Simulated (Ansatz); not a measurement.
Take NaCl in the rock salt structure (space group Fm-3m, No. 225; a = 5.6956 Å) as the base.

Computed with Ansatz (an electronic-structure program) PBE, no SOC, earlier PAW set.

For the base:

```
Item                                              Value
-----------------------------  ------------------------
Gap character                               direct at Γ
Hole mass                      0.65, 2.9, 2.9 mₑ (at Γ)
Shortest interatomic distance                   2.848 Å
Electron mass                            0.40 mₑ (at Γ)
Smallest direct gap                             5.00 eV
```

The change: a hydrostatic pressure of 100 GPa.

Task: What happens to the gap character?

Result: The gap character changes from direct at Γ to indirect, Γ → X.

Task: How does this affect the hole mass?

Result: The hole mass (degenerate bands, along [100]) becomes 0.38, 1.2, 1.2 mₑ (at Γ) (base: 0.65, 2.9, 2.9 mₑ (at Γ)).

Task: Estimate the effect on the shortest interatomic distance.

Result: The shortest interatomic distance decreases by 0.629 Å (2.848 Å → 2.219 Å).

Task: What does the calculation give for the electron mass after the change?

Result: The electron mass changes from 0.40 mₑ (at Γ) to 1.1 mₑ along k, 0.29 mₑ across (at X).

Task: How does this affect the smallest direct gap?

Result: The smallest direct gap goes up by 2.43 eV (5.00 eV → 7.43 eV).

Load acts through the strain it causes; cell and atoms are relaxed under it. Effective masses come from finite differences of ±0.01 Å⁻¹. Along k means along the line from Γ to the band edge. Whether these cells are dynamically stable was not tested. No other phases were tried under pressure.
